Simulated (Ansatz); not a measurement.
## Hypothetical Fm-3m WGe2: point defects

Start from a 12-atom supercell of WGe2 (space group Fm-3m, No. 225; a = 6.048 Å; a hypothetical phase, not in the database extracts checked) at its relaxed geometry.

One neutral defect a cell, atoms relaxed at fixed cell.

The values are results of PBEsol (Ansatz, an electronic-structure program, PAW, no spin-orbit coupling), not measurements.

```csv
case,pressure,largest displacement of a host atom from its site in the perfect cell
perfect supercell,0.2 GPa,–
Li interstitial (started 2.36 Å from the nearest host atom),-2.4 GPa,0.50 Å
"Pb on a Ge site, symmetric start",6.9 GPa,0.17 Å
"W vacancy, symmetric start",-3.8 GPa,0.01 Å
"Ge interstitial (started 2.36 Å from the nearest host atom), symmetric start",4.0 GPa,0.63 Å
"Ge on a W site (antisite), symmetric start",2.7 GPa,0.09 Å
```

The cell is small, so the values are those of an ordered compound at a high defect concentration; dilute-limit values will differ. Defects with a symmetric start kept the site's symmetry and may sit on a saddle; the others started slightly shaken. The final runs are not spin-polarised. LiW4Ge8, WGe2, PbW4Ge7 and W3Ge8 have a high density of states at the Fermi level and may be magnetic at this level.
